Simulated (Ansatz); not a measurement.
## NaF: energy against strain

NaF (rock salt, Fm-3m, 12.399 Å³/atom at rest) under an equal strain ε in the (001) plane with the normal axis free, as in a coherent film. PBEsol in Ansatz, a plane-wave DFT program (PAW, default set), 420 eV, 12×12×12 Γ-centred mesh, Fermi-Dirac smearing 0.05 eV; ions are relaxed within the symmetry of each cell.

Here s stands for strain and y for E less E0.

| strain (%) | E less E0 (meV/atom) |
|---|---|
| -1.50 | 2.11 |
| -1.00 | 0.94 |
| -0.50 | 0.24 |
| 0.00 | 0.00 |
| 0.50 | 0.23 |
| 1.00 | 0.86 |
| 1.50 | 1.89 |
| 3.00 | ? |

**Question.** Fit y against s with a parabola, and predict the withheld value at s = 3.00.

**Answer.** Least squares gives y = 0.010 - 0.0593·s + 0.8852·s². Residuals (row less fit): 0.019, -0.015, -0.021, -0.010, 0.028, 0.024, -0.023; standard error 0.028 (degrees of freedom: 4). Twice the quadratic coefficient over the volume, 2 × 0.8852 meV × 10⁴ × 0.1602 / 12.399 Å³, is twice the biaxial elastic modulus of this plane = 229 ± 3 GPa. At the withheld row, y = 0.010 - 0.0593 × 3.0 + 0.8852 × 3.0² = 7.799 meV/atom. The calculation gives 6.97 meV/atom, 0.829 meV/atom below the prediction (11.9 % of the range of y in the table). The row lies outside the fitted rows, so this is an extrapolation. From the scatter of the fitted rows alone, a prediction at this place has a standard error of 0.105 meV/atom, so the miss is 7.9 times that.

One order more, fitted to all 13 runs of the series, follows each within 0.02, so the miss is the next term of a smooth law. Rows are the converged runs of the series near zero and its far end; series whose fitted rows scatter by over a few per cent of the range, as at a crossing or softening among them, aren't shown in this form. Most that stay on the fit to the last digits aren't either.
